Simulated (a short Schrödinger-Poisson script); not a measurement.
From a short Schrödinger-Poisson script (our own, NumPy): 1D Poisson equation in equilibrium, electrons quantum, Hartree (BenDaniel-Duke, 12 states a valley, the channel's in-plane mass for all, wave functions free to enter the dielectric), parabolic valleys, classical holes, full ionisation, no traps, pinning or gate leakage.

System: symmetric double-gate stack, Al2O3 on p-type GaN, at 400 K.

From the gate side: 5.2 nm Al2O3; 2 nm GaN, acceptors 4e17 cm⁻³; 5.2 nm Al2O3.

The device is made up for the run: typed textbook-type constants, with dimensions and the other settings drawn at random. Al2O3: permittivity 9, conduction-band edge (eV) 2.75, gap (eV) 6.8, electron mass (mₑ) 0.3. GaN: permittivity 9.5, conduction-band edge (eV) 0, gap (eV) 3.43, Nv at 300 K (cm⁻³) 4.6e19.

Channel valleys (confinement mass, in-plane density-of-states mass, number): Γ 0.2, 0.2, 1. At the gates, both at one voltage, the conduction-band edge of layer 1 lies 3.1 eV − eVg above the Fermi level of the channel. Gaps are held at their typed values at every temperature. Mesh 0.03 nm at interfaces.

Task: Give the sheet density of all electrons at Vg = 1.8 V (cm⁻²); the gate voltage at 1e11 electrons/cm² (V); the sheet density of all electrons at Vg = 0.6 V (cm⁻²).

Result: sheet density of all electrons at Vg = 1.8 V (cm⁻²): 1.72e13; gate voltage at 1e11 electrons/cm² (V): 0.52; sheet density of all electrons at Vg = 0.6 V (cm⁻²): 5.43e11. In real p-type GaN the Mg acceptor is only partly ionised, and so wide a gap doesn't supply an inversion layer without source and drain.
